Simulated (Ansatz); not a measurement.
Effective masses and thermopower of monolayer As

Consider the following.

```xyz
2
Lattice="3.7853 0.0000 0.0000 -1.8927 3.2782 0.0000 0.0000 0.0000 17.2731" Properties=species:S:1:pos:R:3 pbc="T T T"
As     1.8927     1.0927     9.3091
As     0.0000     2.1855     7.9640
```

All values below come from PBE with spin-orbit coupling, rigid bands (plane waves, PAW; Ansatz, a program for electronic structure). Condition of this run: biaxial strain +5 % with spin-orbit coupling. Geometry: cell and atoms relaxed with PBE, then loaded as said.

```json
{
  "band_gap": "1.17 eV",
  "electron conductivity mass (300 K, dilute)": "0.092 mₑ",
  "hole conductivity mass (300 K, dilute)": "4.4 mₑ",
  "effective density of states N_c (300 K)": "9.8e11 cm⁻²",
  "effective density of states N_v (300 K)": "2.0e14 cm⁻²",
  "Seebeck coefficient, n-type 1.7e12 cm⁻², 300 K": "-123 μV/K",
  "Seebeck coefficient, p-type 1.7e12 cm⁻², 300 K": "555 μV/K"
}
```

Rigid bands; masses and Seebeck coefficients take one relaxation time τ for all states and one kind of carrier; polarons and phonon drag are left out.
